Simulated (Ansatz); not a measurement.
Functionals compared on F on the 1x1 (100) surface of fcc Cu, one in a 2x2 cell, started at the site 'bridge Cu-Cu (span 2.6 Å)', in Ansatz (plane waves, PAW). The structure was relaxed with PBE; the other rows are single points on it, each with its references at the same level. Cutoff 420 eV (500 eV for r2SCAN).

Model: 17-atom slab, 5.3 Å thick at the start under the adsorbate (thin: gaps and levels are the slab's own), 6x6x1 mesh, Fermi-Dirac 0.1 eV, dipole correction, 8 atoms held, the rest relaxed; held to the start's symmetry, so lower structures may exist; no spin, no spin-orbit, no U, no dispersion correction. At the end it is bonded to 2 Cu. In PBE it is, or lies within 0.03 eV of, the lowest of the starts that converged. These notes are the PBE run's. Adsorption energies are against ½ F2(g). A negative adsorption energy means that the adsorbate is more stable on the surface than in its reference.

```
functional  adsorption energy (eV)  work function of the top face (eV)  change of the work function (eV)  rough cost of the single point
----------  ----------------------  ----------------------------------  --------------------------------  ------------------------------
PBE                          -2.92                                5.72                              1.17                               –
RPBE                         -2.75                                5.54                              1.17   very roughly 2.3 core-minutes
r2SCAN                       -3.28                                5.77                              1.23          roughly 4 core-minutes
```

Ansatz is a first-principles code.
